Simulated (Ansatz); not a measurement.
Input and output of a self-consistent single point for YbAgBi (P3m1, 6 atoms in the cell) (Ansatz, a program for electronic structure).

Method of the run: PBEsol, default PAW files made with PBE (plane waves; Ansatz).

```
YbAgBi
1.0
    4.90253     0.00000     0.00000
   -2.45126     4.24572     0.00000
    0.00000     0.00000     7.86045
Yb Ag Bi
2 2 2
Direct
  0.00000   0.00000   0.75555
  0.00000   0.00000   0.24919
  0.33333   0.66667   0.56885
  0.66667   0.33333   0.06885
  0.33333   0.66667   0.96596
  0.66667   0.33333   0.46596
```

Reference input (self-consistent single point, DFT, PBEsol, plane waves, default PAW files made with PBE): basis.ecutwfc = 420 eV; kpoints.mp_grid.grid = 7 7 3; hamiltonian.xc = pbesol; hamiltonian.pseudopotentials = {kind: paw} (the program's default PAW files); scf.occupations.method = gaussian; scf.occupations.width = 0.1 eV. This run's input differs from it in these lines:

Ansatz 0.2 input:
```diff
@@ -16,3 +16,3 @@
 kpoints:
-  mp_grid: { grid: [7, 7, 3] }
+  mp_grid: { grid: [5, 5, 3] }
 hamiltonian:
@@ -21,3 +21,3 @@
 scf:
-  occupations: { method: gaussian, width: 0.1 }
+  occupations: { method: gaussian, width: 0.3 }
 output:
```

Output (repeated stretches shortened):

```
SCF iter   1: F=—  HF=-66884.615849 eV  |F-HF|=—  |Δ(HF+E_count)|=         —  Δρ=5.81e-3  dr2=5.62e-2  ethr=1.77e-3  ⟨swp⟩=5.6  Hψ=3466  notcnv=0
all-band conjugate gradients solve this SCF's bands
preconditioner: auto → LDOS
SCF iter   2: F=—  HF=-66884.634183 eV  |F-HF|=—  |Δ(HF+E_count)|=   1.83e-2  Δρ=1.13e-2  dr2=1.71e-1  ethr=4.84e-5  ⟨swp⟩=2.8  Hψ=1706  notcnv=0
   [... lines left out ...]
SCF iter   9: F=—  HF=-66884.596488 eV  |F-HF|=—  |Δ(HF+E_count)|=   2.65e-6  Δρ=5.94e-5  dr2=5.68e-6  ethr=1.55e-8  ⟨swp⟩=2.5  Hψ=1207  notcnv=0
SCF iter  10: F=—  HF=-66884.596488 eV  |F-HF|=—  |Δ(HF+E_count)|=   2.25e-7  Δρ=1.46e-5  dr2=5.21e-7  ethr=4.90e-9  ⟨swp⟩=1.1  Hψ=799  notcnv=0
SCF iter  11: F=—  HF=-66884.596488 eV  |F-HF|=—  |Δ(HF+E_count)|=   7.86e-9  Δρ=1.12e-5  dr2=2.12e-7  ethr=4.49e-10  ⟨swp⟩=2.0  Hψ=1304  notcnv=0
SCF iter  12: F=-66884.596488 eV  HF=-66884.596488 eV  |F-HF|=8.72e-9  |Δ(HF+E_count)|=   2.83e-8  Δρ=2.99e-6  dr2=1.34e-8  ethr=8.62e-11  ⟨swp⟩=11.6  Hψ=4575  notcnv=0
SCF 1 converged in 12 iterations: F = -66884.596488 eV  dr2 = 1.34e-8
Free energy (F): -66884.596488 eV
Internal energy: -66884.395686 eV  (E = F + TS)
E sigma→0 (E₀):  -66884.496087 eV
Entropy (-TS):   -0.200802 eV (-33.467 meV/atom)
Fermi energy:    12.834376 eV
--- Forces (eV/Å), atoms counted from 1 ---
  atom   1  Yb    -0.00000000     0.00000000    -0.19991375
  atom   2  Yb     0.00000000     0.00000000     0.00962216
  atom   3  Ag    -0.00000000     0.00000000     0.01020474
  atom   4  Ag     0.00000000    -0.00000000     0.00837365
  atom   5  Bi    -0.00000000     0.00000000     0.08931379
  atom   6  Bi     0.00000000     0.00000000     0.08241090
--- Stress (GPa, compression-positive) ---
       -3.558251       0.000000      -0.000000
        0.000000      -3.558251      -0.000000
       -0.000000      -0.000000      -4.152220
  P = ⅓ Tr σ = -3.7562 GPa (-37.562 kbar)
  The stress holds the Pulay correction. Without it, at fixed plane waves, as pw.x and ABINIT print it: P = -3.7975 GPa
```

The run converged in 12 iterations. Against the reference run the free energy goes down by 11.1 meV/atom, the pressure goes from -3.87 to -3.76 GPa and the largest force moves little (0.195 to 0.200 eV/Å).

The starting cell comes from a database of computed structures (which also holds hypothetical and non-ambient phases and stackings), without a prior relaxation at this level. Its lattice was rescaled by up to half a per cent. One atom was moved a little off its site on purpose. Spin-orbit coupling is off. Spin polarisation is off. With a pressure of about -4 GPa the cell is away from its equilibrium volume at this level. Ansatz's pressure includes its estimate of the finite-basis (Pulay) stress.
